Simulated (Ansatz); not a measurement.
Start from SnSe in the GeS type structure (space group Pnma, No. 62; a = 11.534 Å, b = 4.121 Å, c = 4.578 Å; layered, stacked along the Cartesian x axis).

Calculations: Ansatz (a program for electronic structure), r2SCAN+rVV10, PAW, cutoff 500 eV, spin-orbit coupling left out, earlier PAW set.

Base values:

The gap character is indirect, k = (0, 0, 0.429) in the run's primitive reciprocal basis → Y–Γ (33 % along) and the shortest interatomic distance is 2.757 Å. The band gap is 0.89 eV, the smallest direct gap comes out as 1.18 eV and the density is 6.03 g/cm³.

One thing is altered: cell and atoms relaxed at a pressure of 2.1 GPa.

### Question
What does the calculation give for the gap character, shortest interatomic distance, band gap, smallest direct gap and density after the change?

### Answer
The gap character goes from indirect, k = (0, 0, 0.429) in the run's primitive reciprocal basis → Y–Γ (33 % along) to indirect, k = (0, 0, 0.429) in the run's primitive reciprocal basis → Γ; the shortest interatomic distance drops by 0.018 Å (2.757 Å → 2.739 Å); the band gap decreases by 0.22 eV, from 0.89 eV to 0.67 eV; the smallest direct gap shrinks by 0.19 eV to 0.99 eV; the density increases by 0.37 g/cm³, from 6.03 g/cm³ to 6.40 g/cm³.

Load acts through the strain it causes; cell and atoms are relaxed under it. Stability against distortions was not tested.
